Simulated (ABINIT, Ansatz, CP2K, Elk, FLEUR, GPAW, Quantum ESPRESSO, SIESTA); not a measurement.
# Code comparison for Br (Cmce, 4 atoms in the cell)

Self-consistent single point.

```xyz
4
Lattice="2.2550 -3.3573 0.0000 2.2550 3.3573 0.0000 0.0000 0.0000 8.7784" Properties=species:S:1:pos:R:3 pbc="T T T"
Br     3.8831     0.0000     7.8040
Br     2.8819     0.0000     3.4148
Br     1.6281     0.0000     5.3636
Br     0.6269     0.0000     0.9744
```

All programs got the same cell, k-point mesh and kind of occupations (in Ansatz's words: kpoints.mp_grid.grid = 3 3 2; scf.occupations.method = fermi_dirac; scf.occupations.width = 0.0015 Ry); potentials, basis and cutoffs are each program's usual ones.

| code | model | pressure (GPa) | largest force (eV/Å) | gap on the mesh (eV) | k-points | cutoff |
|---|---|---|---|---|---|---|
| Elk | PBE, all-electron FP-LAPW, Elk's shipped species files, APW+lo basis with extra local orbitals | – | 0.413 | 1.736 | 8 | rgkmax 7.5 |
| Quantum ESPRESSO | PBE, GBRV 1.5 ultrasoft (PBE) pseudopotentials | 1.37 | 0.613 | 1.726 | 8 | 40 Ry |
| SIESTA | GGA PBE, numerical atomic orbitals DZP, PseudoDojo PBE standard norm-conserving potentials (rewritten from UPF to PSML) | 0.77 | 1.101 | 1.662 | 11 | grid 400 Ry |
| FLEUR | PBE, all-electron FLAPW (FLEUR), scalar-relativistic valence | – | – | 1.728 | 8 | Kmax 4 1/bohr |
| ABINIT | PBE, norm-conserving pseudopotentials (PseudoDojo nc-sr-05 PBE standard) | 1.24 | 0.545 | 1.702 | 8 | 23 Ha |
| Ansatz | PBE, default PAW files | 1.24 | 0.527 | 1.735 | 8 | default |
| GPAW | PBE, GPAW PAW datasets PBE (gpaw-data 1.0.1) | 1.50 | 0.669 | 1.724 | 8 | 550 eV |
| CP2K | PBE, GPW, DZVP-MOLOPT-SR-GTH basis, GTH-PBE potentials (GTH_POTENTIALS) | 2.48 | 1.105 | 1.630 | 10 | grid 400 Ry |

A dash marks a value that a program does not give, or that is left out as unsure.

Gaps are read on the mesh.

The spread over the programs that give each value: pressure within 1.71 GPa; largest force within 0.692 eV/Å; gap on the mesh within 0.106 eV.

The starting cell has typed, rounded lattice constants, without a prior relaxation at this level. Its lattice was rescaled by a random factor within 2.5 % of one.

Why do the programs differ, and what cannot be compared?

Differences of this kind can come from the potentials, where these differ, and from what each basis and cutoff leave unconverged. The zero of total energies and Fermi levels follows the potentials and each program's conventions, so they are not compared here. SIESTA and CP2K use small atom-centred bases, whose incompleteness enters pressures, forces and empty levels differently from a plane-wave cutoff. Elk and FLEUR treat all electrons, but the usual bases taken here (sphere radii, linearisation, local orbitals, empty states) were not tested for convergence, so the values are no reference for the others. Ansatz's pressure is given at a fixed set of plane waves, as the other plane-wave codes print theirs. Ansatz's smearing width was typed in Ry to four decimals, so it matches the others to a few per cent. The programs reduce the same mesh by symmetry to different extents, which changes the work and not the result. In the pressure, CP2K (by 1.18) lies more than 1 GPa from the median of the plane-wave programs. In the force vectors, Elk (by 0.176), SIESTA (by 0.524), GPAW (by 0.091) and CP2K (by 0.531) lie more than 0.08 eV/Å from the median of the plane-wave programs.

The shared mesh is coarse (it stands for a supercell whose shortest vector is 12 Å), so the values are not converged in it.

Ansatz is a quantum-chemistry and plane-wave program.

Keys are those of Ansatz 0.2.
